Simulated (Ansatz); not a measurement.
Consider ZnSe in the zinc blende structure (space group F-43m, No. 216; a = 5.5675 Å). Axes: x, y, z lie along the cube axes.

Level of theory: LDA (Ansatz, a quantum-chemistry and plane-wave program, PAW, no SOC).

Modification: uniaxial strain ε_zz = +1.50 %, all other strain components held at zero; the atoms relax in the strained cell.

### Question
Predict the stress tensor and what it implies for the stiffness.

### Answer
Stress of the strained cell less that of the base (GPa, compression positive):
```
  -0.84    0.00    0.00
   0.00   -0.84    0.00
   0.00    0.00   -1.44
```

Then −Δσ_ii/ε with ε = 0.0150 gives secant stiffness values (nonlinear terms included at this strain): C33 ≈ 96 GPa, C13 ≈ 56 GPa and C23 ≈ 56 GPa.

Whether these cells are dynamically stable was not tested.
